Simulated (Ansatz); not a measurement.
A one-dimensional CsI body, 2 atoms a period, stretched and compressed along its axis from its relaxed period of 7.158 Å, atoms relaxed at each length.

```yaml
crystal:
  lattice:
    - [11.00000, 0.00000, 0.00000]
    - [0.00000, 11.00000, 0.00000]
    - [0.00000, 0.00000, 7.15846]
  atoms:
    - { symbol: Cs, position: [0.50000, 0.50000, 0.00000] }
    - { symbol: I, position: [0.50000, 0.50000, 0.50000] }
```

All values below come from PBE (plane waves to 420 eV, PAW; Ansatz, a first-principles code). Mesh 1×1×44. No spin polarisation. Isolated but for its images some 11 Å away. A hypothetical model. It keeps the symmetry and period of its start, so it need not be a minimum against all distortions. Pairing along the axis, which can open a gap, is among the distortions not tried. Values not marked SOC lack spin–orbit coupling. Buckling under compression is shut out by symmetry and the short period. Energies are free energies at a Fermi–Dirac width of 0.02 eV, from the unstrained cell.

```csv
strain (%),energy (meV a period),axial force (nN),PBE gap (eV)
-3.0,+23,-0.36,3.58
-1.5,+5,-0.16,3.61
0.0,0,0.00,3.62
+1.5,+5,+0.14,3.62
+3.0,+18,+0.25,3.56
```

The slope of the force at zero strain is 10 nN.
